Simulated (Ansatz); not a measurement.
The starting structures come from a database of crystals and need not be the phases stable at ambient conditions.

Given:

```
CELL_PARAMETERS angstrom
      6.76258    -0.00334     0.00188
     -2.50565     8.35501     0.00368
      0.00000     4.02017     7.14618
ATOMIC_POSITIONS crystal
  Zr 0.75000 0.00000 0.12189
  Zr 0.25000 0.00000 0.87811
  Tl 0.73196 0.49807 0.12510
  Tl 0.26804 0.50193 0.87490
  Tl 0.76804 0.50193 0.62317
  Tl 0.23196 0.49807 0.37683
  Pb 0.75000 0.00000 0.62332
  Pb 0.25000 0.00000 0.37668
  S  0.50285 0.19501 0.00605
  S  0.49715 0.80499 0.99395
  S  0.99715 0.80499 0.20107
  S  0.00285 0.19501 0.79893
  S  0.96455 0.21409 0.23279
  S  0.03545 0.78591 0.76721
  S  0.53545 0.78591 0.44688
  S  0.46455 0.21409 0.55312
```

Space group of this cell: C2/c. The cell was relaxed by PBE-D3(BJ); by r2SCAN its mean pressure is 1.4 GPa.

Transport runs along the normal of the first two printed cell vectors.

No gap correction and no spin-orbit coupling; mid-gap values are interpolated between computed energies.

Question: Give the band gap and the smallest decay constant κ at mid-gap that Ansatz (a first-principles code) with r2SCAN yields.

Answer: Gap 1.15 eV on a 6×4×4 mesh; κ = 0.192 1/Å, at the zone centre.
